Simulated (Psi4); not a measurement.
Psi4 1.11, B3LYP/def2-svp: Nb(O)(F)2(OMe) (C[O][Nb](=[O])([F])[F]), 9 atoms. The geometry is a generated start, not checked to be a minimum at this level.

```
Quantity                                              Value
--------------------------  -------------------------------
task                                                 energy
method                                                b3lyp
basis                                              def2-svp
memory                                                 3 GB
maxiter                                                 100
keys of the molecule block                      symmetry c1
scf_type                                       df (default)
guess                        auto, which took SAD (default)
scf_initial_accelerator                     adiis (default)
e_convergence                               1e-06 (default)
d_convergence                               1e-06 (default)
dft_radial_points                              75 (default)
dft_spherical_points                          302 (default)
effective core potentials   those of the basis set, past Kr
basis functions                                         116
grid points                                          195161
```

```xyz
9

Nb     0.2729     0.5357     1.3695
O      1.9408     0.2597     1.4301
F     -0.4919    -0.4357     2.7368
F      0.0230     2.3517     1.5532
O     -0.3407    -0.0116    -0.1941
C     -0.3508    -0.5658    -1.4723
H     -0.5470     0.2190    -2.2132
H      0.6309    -1.0249    -1.6727
H     -1.1371    -1.3281    -1.5372
```

Charge 0 and multiplicity 1 are set for this test and not shown to be the ground state.

One run each on 2 threads. Values of diis_max_vecs tried: 3, 6, 10 (default), 20.

Problem. Which value of diis_max_vecs needs the fewest SCF iterations, and what happens away from it?

Solution. Fewest SCF iterations, within one of each other: 6 with 11, 10 (default) with 11, 20 with 11. The count rises to 38 at 3. All converge to one solution.

```csv
diis_max_vecs,SCF iterations,end
3,38,same solution
6,11,same solution
10 (default),11,same solution
20,11,same solution
```
